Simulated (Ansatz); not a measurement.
Results of r²SCAN (Ansatz, a quantum-chemistry and plane-wave program, plane waves, PAW) for Te (within 0.1 Å of Pbam, No. 55, 4 atoms in the cell; start mp-1178952; another form than the element's usual one).

Run with plane-wave cutoff 560 eV, 18×12×6 k mesh (along the axes of the cell as run), Fermi–Dirac smearing 0.05 eV, scalar-relativistic PAW data made under PBE.

Cell (relaxed at this level):

```
CELL_PARAMETERS angstrom
      3.14559     0.00000     0.00000
      0.00000     4.58598     0.00000
      0.00000     0.00000     9.22120
ATOMIC_POSITIONS crystal
  Te 0.50000 0.54515 0.76234
  Te 0.50000 0.45485 0.26234
  Te 0.50000 0.95544 0.00766
  Te 0.50000 0.04456 0.50766
```

### Question
Give the computed bulk modulus B0.

### Answer

* **bulk modulus B0**: 30.1 GPa

The run finds no gap.

Note: the bulk modulus is −V dP/dV from two relaxed cells at ±2 % in volume.

Spin–orbit coupling is not included; it can open a gap where bands touch, and shift volumes and moduli.

Computed values are for the static lattice.

A start named mp-… is a Materials Project structure, which need not be a measured phase.
